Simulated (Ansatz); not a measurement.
Data:

Host crystal: wurtzite AlN, with a band gap (PBE, scalar-relativistic without spin-orbit coupling).

End structure of OH on the 1x1 (10-10) surface of wurtzite AlN (cut with top plane Al + N), one in a 2x1 cell, started at the site 'hollow Al-Al-N-N':

```xyz
34
Lattice="6.2605 0.0000 0.0000 0.0000 5.0182 0.0000 0.0000 0.0000 28.5000" Properties=species:S:1:pos:R:3 pbc="T T T"
Al     1.5651     5.1306     9.9986
Al     4.6954     5.1306     9.9986
N      1.5651     1.8725     9.7801
N      4.6954     1.8725     9.7801
Al     0.0000     2.4583    10.5517
Al     3.1303     2.4583    10.5517
N      0.0000     4.3731    10.6282
N      3.1303     4.3731    10.6282
Al     0.0000     5.0106    12.4874
Al     3.1303     5.0106    12.4874
N      0.0000     1.8946    12.4474
N      3.1303     1.8946    12.4474
Al     1.5651     2.4809    13.3250
Al     4.6954     2.4809    13.3250
N      1.5651     4.3993    13.3470
N      4.6954     4.3993    13.3470
Al     1.5649     4.9996    15.1651
Al     4.6951     5.0009    15.1618
N      1.5658     1.8920    15.1477
N      4.6941     1.8966    15.1567
Al     0.0115     2.4910    16.0398
Al     3.1181     2.4917    16.0441
N      0.0025     4.4011    16.0416
N      3.1270     4.4024    16.0438
Al    -0.0632     4.9987    17.8915
Al     3.1947     5.0001    17.8941
N      0.0043     1.8706    17.8626
N      3.1258     1.8734    17.8734
Al     1.5592     2.4612    18.8013
Al     4.6993     2.5991    18.5240
N      1.5661     4.3185    18.4962
N      4.6961     4.3706    18.7255
O      1.4854     1.9842    20.4669
H      1.6487     2.5965    21.1943
```

Set-up: 34 atoms, 8.9 Å thick at the start under the adsorbate (thin: gaps and levels are the slab's own); mesh 3x4x1; 0.01 eV smearing; dipole correction on; 16 atoms held, the rest relaxed; no symmetry held; spin-polarised, ending with about 1.0 μB a cell; orders that need a larger cell were not tried, no spin-orbit, no U, no dispersion correction. At the end it is bonded to Al. In PBE it is, or lies within 0.03 eV of, the lowest of the starts that converged.

A negative adsorption energy means that the adsorbate is more stable on the surface than in its reference.

**Question.** Estimate the change of the step from the bottom to the top vacuum level, against the clean slab that Ansatz (a program for electronic structure) with PBE returns for this input.

**Answer.** 0.38 eV

**Question.** Give the adsorption energy against H2O(g) − ½ H2(g) at the level PBE.

**Answer.** -0.22 eV
